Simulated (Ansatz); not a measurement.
We consider BeTe (model structure, started from the NiAs type, P6₃/mmc, No. 194, 4 atoms in the cell), described by r²SCAN in Ansatz (PAW).

Numerical settings: plane-wave cutoff 560 eV, 18×18×10 k mesh (along the axes of the cell as run), Fermi–Dirac smearing 0.05 eV, scalar-relativistic PAW data made under PBE.

Cell (relaxed at this level):

Space group P6₃/mmc (No. 194); a = 3.860 Å, b = 3.860 Å, c = 6.014 Å, α = 90.00°, β = 90.00°, γ = 120.00°

```tsv
atom	site	symmetry	x	y	z
Be	2a	-3m.	0.0000	0.0000	0.0000
Te	2c	-6m2	0.3333	0.6667	0.2500
```

Question: What does this level give for the bulk modulus?

Answer: 
bulk modulus: 68.8 GPa

The run finds no gap.

Note: the bulk modulus is −V dP/dV from two relaxed cells at ±2 % in volume; the relaxation could raise the start's symmetry but not lower it, so the cell can be a saddle point.

Spin–orbit coupling is not included; it can open a gap where bands touch, and shift volumes and moduli.

The computed numbers hold no vibrational or temperature effects.

Cost on a shared machine: around 5 core-minutes (rough).

A model structure was made by putting elements into a prototype or built by hand; it is no filed structure, need not be a known phase, and can be a saddle point held by its symmetry.

Ansatz is a quantum-chemistry and plane-wave program.
